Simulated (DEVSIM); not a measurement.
Structure: illuminated Si n-on-p cell, one wavelength, at 350 K.

Layer 1 from the left is Si, thickness (μm) 0.830, Nd (cm⁻³) 8.7e17, τn (s) 1.7e-5, τp (s) 2.9e-5, absorption coefficient (cm⁻¹) 1200. Layer 2 from the left is Si, thickness (μm) 32.0, Na (cm⁻³) 9e15, τn (s) 0.00011, τp (s) 0.00011, absorption coefficient (cm⁻¹) 1200.

Left contact: ohmic, minority hole recombination velocity 4000 cm/s. Right contact: ohmic, minority electron recombination velocity 4000 cm/s. Voltage is applied to the left contact. Recombination: SRH at mid-gap, radiative, Auger. Light enters at the left, 1.1e18 photons cm⁻² s⁻¹, one pass, no reflection. Mobility is constant in doping.

Constants are typed, rounded textbook-type inputs, not results; the design itself was drawn at random and stands for no fabricated device. Values at 300 K; Nc and Nv go as T^1.5, mobilities as T to minus their exponent, the gap by Varshni's rule with the affinity fixed.

Si: gap (eV) 1.124, affinity (eV) 4.05, permittivity 11.7, Nc (cm⁻³) 2.86e19, Nv (cm⁻³) 3.1e19, μn (cm²/Vs) 1417, μp (cm²/Vs) 470, T exponent of μn 2.3, T exponent of μp 2.2, B (cm³/s) 4.7e-15, Cn (cm⁶/s) 2.8e-31, Cp (cm⁶/s) 9.9e-32, Varshni α (eV/K) 0.000473, Varshni β (K) 636.

Model (solved in DEVSIM): 1D drift-diffusion, Boltzmann statistics, complete ionisation; no tunnelling, impact ionisation, image-force lowering or self-heating.

Dark forward current:

| |V| (V) | |J| (A/cm²) |
|---|---|
| 0.05 | 3.252e-8 |
| 0.10 | 1.987e-7 |
| 0.15 | 1.061e-6 |
| 0.20 | 5.564e-6 |
| 0.25 | 2.914e-5 |
| 0.30 | 0.0001527 |
| 0.35 | 0.0008006 |
| 0.40 | 0.004198 |
| 0.45 | 0.02200 |
| 0.50 | 0.1147 |
| 0.55 | 0.5861 |
| 0.60 | 2.809 |
| 0.65 | 11.98 |
| 0.70 | 44.32 |
| 0.75 | 142.0 |
| 0.80 | 397.0 |
| 0.85 | 967.5 |
| 0.90 | 2052 |

Task: Work out the local ideality factor n = ΔV / (kT/q · ln(J2/J1)) between the rows 0.15 and 0.20 V, 0.85 and 0.90 V.

Result: kT/q = 30.16 mV. From 0.15 to 0.20 V: ln(5.564e-6/1.061e-6) = 1.657, n = 1.00, near the 1 of diffusion or emission over a barrier. From 0.85 to 0.90 V: ln(2052/967.5) = 0.752, n = 2.20.

Task: What current could the absorbed light give at most, and what share is collected?

Result: Σ αd = 3.94, so qΦ(1 − exp(−Σ αd)) = 173 mA/cm². The simulated short-circuit current is 162.0 mA/cm², a share of 0.94.

Task: Estimate the open-circuit voltage by superposition: the voltage at which the dark current equals that short-circuit current.

Result: Interpolating ln J in the table gives 0.511 V. The simulation gives 0.510 V, the same within the digits that matter. Superposition holds where collection doesn't change with voltage.

Task: Estimate the fill factor from FF0 = (v − ln(v + 0.72))/(v + 1), v = qVoc/(nkT), with n from the dark curve.

Result: The rows about Voc, 0.50 and 0.55 V, give n = 1.02, so v = 16.6 and FF0 = 0.781. The simulation gives 0.782, the same within the digits that matter.
